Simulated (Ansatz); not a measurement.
# Si: pressure series

Take Si in the diamond structure (space group Fd-3m, No. 227) as the base.

```xyz
2
Lattice="0.0000 2.7220 2.7220 2.7220 0.0000 2.7220 2.7220 2.7220 0.0000" Properties=species:S:1:pos:R:3 pbc="T T T"
Si     2.7220     2.7220     2.7220
Si     4.0830     4.0830     4.0830
```

Cell and atoms are relaxed at each pressure.

Calculations: r2SCAN (Ansatz, a quantum-chemistry and plane-wave program; PAW; 500 eV plane waves; no SOC), earlier PAW set.

Candidates:
(a) pressure 100 GPa
(b) pressure 50 GPa
(c) pressure 7 GPa
(d) pressure 3 GPa
(e) pressure −2 GPa

Base values:

The band gap is 0.78 eV.

### Question
Order them by band gap, lowest first.

### Answer
(a) pressure 100 GPa (zero), (b) pressure 50 GPa (0.11 eV), (c) pressure 7 GPa (0.66 eV), (d) pressure 3 GPa (0.72 eV), (e) pressure −2 GPa (0.81 eV)

The mesh was chosen for an insulator and is coarse for the gapless case. Load acts through the strain it causes; cell and atoms are relaxed under it. Whether these cells are dynamically stable was not tested. Measured, Si leaves this structure (for the β-tin structure) near 12 GPa (room temperature; as listed in arXiv:1906.07825). A zero or small gap of Si under pressure 50 GPa can be the functional's error rather than a property of the material.
